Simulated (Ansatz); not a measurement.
## Ta: energy against volume

Ta (bcc, Im-3m, 17.228 Å³/atom and stress up to 0.01 GPa in the relaxed cell, cube axes along x, y and z) under hydrostatic pressure, with the cell free. LDA in Ansatz, a plane-wave DFT program (PAW, default set), 420 eV, 20×20×20 Γ-centred mesh, Fermi-Dirac smearing 0.05 eV.

Here V stands for volume and E for E less E0.

```
volume (Å³/atom)  E less E0 (meV/atom)  pressure (GPa)
----------------  --------------------  --------------
17.3905                           1.08           -2.01
17.3091                           0.28           -1.01
17.2285                           0.00            0.00
17.1592                           0.17            0.89
17.0666                           1.01            2.10
16.8900                           4.60            4.50
16.5793                          17.61            9.00
16.2014                          45.75           14.99
15.3937                              ?               ?
```

Taking the third-order Birch-Murnaghan form, a cubic in V^(-2/3) for E over the 8 complete rows: With u = V^(-2/3) - 0.1514, the rows have u = -0.0024209, -0.0019542, -0.0014885, -0.0010851, -0.0005419, 0.0005079, 0.0023998, 0.0047822. Least squares gives E = 2.542 + 3468.2·u + 1177029·u² - 2699343·u³. Residuals (row less fit): -0.002, 0.000, 0.004, 0.002, 0.001, -0.007, 0.004, 0.000; standard error 0.005 (degrees of freedom: 4). Its minimum lies at u = -0.0014659, so V0 = (0.1499341)^(-3/2) = 17.22. There d²E/du² = 2378000 and d³E/du³ = -1.620e7, so B0 = (4/9) × 17.22^(-7/3) × 2378000 × 0.160218 = 221 GPa (the last factor turns the table's units into GPa), and B0' = 4 + (2/3) × 0.1499341 × (-1.620e7)/2378000 = 3.3. B0' rests on the cubic coefficient alone and has a standard error of 0.1 from these residuals.

Q: What does the fit predict for E at V = 15.3937, and how far is the calculated value from it?

A: u = 0.0101987, so E = 2.542 + 3468.2 × 0.0101987 + 1177029 × 0.0101987² - 2699343 × 0.0101987³ = 157.477 meV/atom. The calculation gives 157.59 meV/atom, 0.113 meV/atom above the prediction (0.1 % of the range of E in the table). The row lies outside the fitted rows, so this is an extrapolation. The scatter of the fitted rows lies at the last printed digit.

In a metal these values are sensitive to mesh and smearing; energies are taken to zero smearing, stresses follow the free energy. Other structures, which can take over under pressure, weren't tried. The same form fitted to the pressure column gives B0' = 3.5; series where the two differ by over 0.4 aren't shown. Rows are the converged runs of the series near zero and its far end, less any whose ions stayed unrelaxed beside relaxed ones; series whose fitted rows scatter by over a few per cent of the range, as at a crossing or softening among them, aren't shown in this form.
